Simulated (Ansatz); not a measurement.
Base system: Nb in the bcc (W type) structure (space group Im-3m, No. 229; a = 3.273 Å; relaxed with 0.1 eV smearing). Axes: x, y, z lie along the cube axes.

Calculations: plane-wave PAW DFT at the PBEsol level (Ansatz, a first-principles code, 420 eV), without spin-orbit coupling, earlier PAW set.

Strains are applied to the cell and any free atomic positions relax; under biaxial strain the out-of-plane vector relaxes too; under stress the whole cell relaxes.

One change was made to it. Results:

| quantity | base | after |
|---|---|---|
| energy relative to the base (free energy F) | 0 meV/atom | +22 meV/atom |
| shortest interatomic distance | 5.356 bohr | 5.340 bohr |

### Question
Which of these changes matches the shifts?
(A) biaxial strain −0.60 %, plane normal [111], relaxed out of plane
(B) isotropic strain −2.67 %
(C) biaxial strain −0.85 %, plane normal [001], relaxed out of plane
(D) uniaxial stress, 8 GPa compression along x

### Answer
D, uniaxial stress, 8 GPa compression along x. For comparison, the energy relative to the base in the other runs: biaxial strain −0.85 %, plane normal [001], relaxed out of plane gives +2.1 meV/atom; biaxial strain −0.60 %, plane normal [111], relaxed out of plane gives +0.3 meV/atom; isotropic strain −2.67 % gives +68 meV/atom.

Beyond what the load breaks, stability against distortions was not tested. The final runs are not spin-polarised.
